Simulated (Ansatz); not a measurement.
Consider a 12-atom supercell of TiGe₂ (space group Fddd, No. 70; a = 5.035 Å, b = 8.620 Å, c = 8.749 Å) at its relaxed geometry.

The values are results of r2SCAN in Ansatz (plane waves to 500 eV, PAW, no spin-orbit coupling), earlier PAW set, not measurements.

Base values:

| Item | Value |
|---|---|
| Mean distance from the defect site to its nearest host atoms | 2.63 Å |
| Pressure | 0.0 GPa |

Modification: one Ge atom is replaced by Sn, atoms relaxed at fixed cell, starting from a slightly rattled geometry.

Tabulated Pauling electronegativity and covalent radius: Ge 2.01, 1.20 Å; Sn 1.96, 1.39 Å.

### Question
How does this affect the mean distance from the defect site to its nearest host atoms, largest displacement of a host atom from its site in the perfect cell and pressure?

### Answer
The mean distance from the defect site to its nearest host atoms goes up by 0.08 Å (2.63 Å → 2.71 Å); the largest displacement of a host atom from its site in the perfect cell amounts to 0.09 Å; the pressure goes from zero to 5.3 GPa.

In so small a cell the defect repeats every few ångströms: this is an ordered compound, not a dilute defect. The final runs are not spin-polarised. The defect cell is not spin-polarised.

Ansatz is an electronic-structure program.
